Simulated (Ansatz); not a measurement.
GaAs, element substitutions

The parent structure is GaAs in the zinc blende structure (space group F-43m, No. 216).

Space group F-43m (No. 216); a = 5.659 Å, b = 5.659 Å, c = 5.659 Å, α = 90.00°, β = 90.00°, γ = 90.00°

| atom | site | symmetry | x | y | z |
|---|---|---|---|---|---|
| As | 4c | -43m | 0.2500 | 0.2500 | 0.2500 |
| Ga | 4a | -43m | 0.0000 | 0.0000 | 0.0000 |
(The calculation used a cell of 2 atoms; values per cell refer to that cell.)

Each row replaces one element on all its sites; cell and atoms are relaxed.

The values are results of DFT with PBEsol, PAW potentials and a 420 eV plane-wave cutoff in Ansatz (a quantum-chemistry and plane-wave program), no spin-orbit coupling, earlier PAW set, not measurements.

Base values:

The volume per atom comes out as 22.66 Å³.

Problem. The aim is a volume per atom between 26.59 Å³ and 29.19 Å³. Which of these changes reaches it?
A) Ga → Zn
B) As → C
C) As → Hg

Solution. C, As → Hg. It gives 27.96 Å³; As → C gives 12.48 Å³; Ga → Zn gives 21.72 Å³. Changes not listed may reach it too

Stability against distortions was not tested. As relaxed here, GaC, GaHg and ZnAs are hypothetical phases, not in the database extracts checked. The final runs are not spin-polarised. An odd electron count without spin: GaC, GaHg and ZnAs.
